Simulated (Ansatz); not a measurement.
## Effect of Ti → Cr on TiB2

Start from TiB2 (space group P6/mmm, No. 191; a = 3.0174 Å, c = 3.1851 Å).

It is then changed as follows: Cr takes the place of Ti on all its sites, then cell and atoms are relaxed.

All numbers come from PBEsol in Ansatz (plane waves to 420 eV, PAW, no spin-orbit coupling). k-mesh 18×18×16 (Γ-centred); smearing 0.05 eV (Fermi–Dirac), for the changed cell.

```json
[
 {"quantity": "lattice parameter a", "base": "3.017 Å", "changed": "2.955 Å", "shift": "-0.0626 Å"},
 {"quantity": "c/a ratio", "base": "1.056", "changed": "0.992", "shift": "-0.064"},
 {"quantity": "shortest interatomic distance", "base": "1.742 Å", "changed": "1.706 Å", "shift": "-0.036 Å"},
 {"quantity": "band gap", "base": "zero", "changed": "zero", "shift": "–"},
 {"quantity": "magnetic state", "base": "not spin-polarised", "changed": "ferromagnetic", "shift": "–"},
 {"quantity": "largest site moment", "base": "0.00 μB", "changed": "0.57 μB", "shift": "+0.57 μB"}
]
```

Other magnetic orders, which the real material may have, were not ruled out. Whether these cells are dynamically stable was not tested. Starting moments died away, wholly or in part, for Ti → Cr; another magnetic solution may exist. Spin-polarised in the final run: CrB2; the other runs are not.

Ansatz is an electronic-structure program.
